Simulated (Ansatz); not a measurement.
The reference is a 12-atom supercell of Ca in the fcc (Cu type) structure (space group Fm-3m, No. 225) at its relaxed geometry.

```
CELL_PARAMETERS angstrom
      0.00000     5.52644     5.52644
      5.52644    -5.52644     5.52644
      5.52644     5.52644     0.00000
ATOMIC_POSITIONS crystal
  Ca 0.00000 0.00000 0.00000
  Ca 0.00000 0.00000 0.50000
  Ca 0.16667 0.33333 0.16667
  Ca 0.16667 0.33333 0.66667
  Ca 0.33333 0.66667 0.33333
  Ca 0.33333 0.66667 0.83333
  Ca 0.50000 0.00000 0.00000
  Ca 0.50000 0.00000 0.50000
  Ca 0.66667 0.33333 0.16667
  Ca 0.66667 0.33333 0.66667
  Ca 0.83333 0.66667 0.33333
  Ca 0.83333 0.66667 0.83333
```

Calculations: PBE/PAW in Ansatz (a quantum-chemistry and plane-wave program), no spin-orbit coupling, earlier PAW set.

One neutral defect a cell, atoms relaxed at fixed cell.

One change was made to it. Results:

```json
[
 {"quantity": "pressure", "base": "0.0 GPa", "after": "-0.4 GPa"},
 {"quantity": "largest displacement of a host atom from its site in the perfect cell", "base": "–", "after": "0.06 Å"}
]
```

### Question
What was done to the base?
A) H interstitial (started 2.76 Å from the nearest host atom)
B) Li interstitial (started 2.76 Å from the nearest host atom)
C) K on a Ca site

### Answer
A, H interstitial (started 2.76 Å from the nearest host atom). For comparison, the pressure in the other runs: Li interstitial (started 2.76 Å from the nearest host atom) gives 1.2 GPa; K on a Ca site gives 0.6 GPa.

In so small a cell the defect repeats every few ångströms: this is an ordered compound, not a dilute defect. The final runs are not spin-polarised.
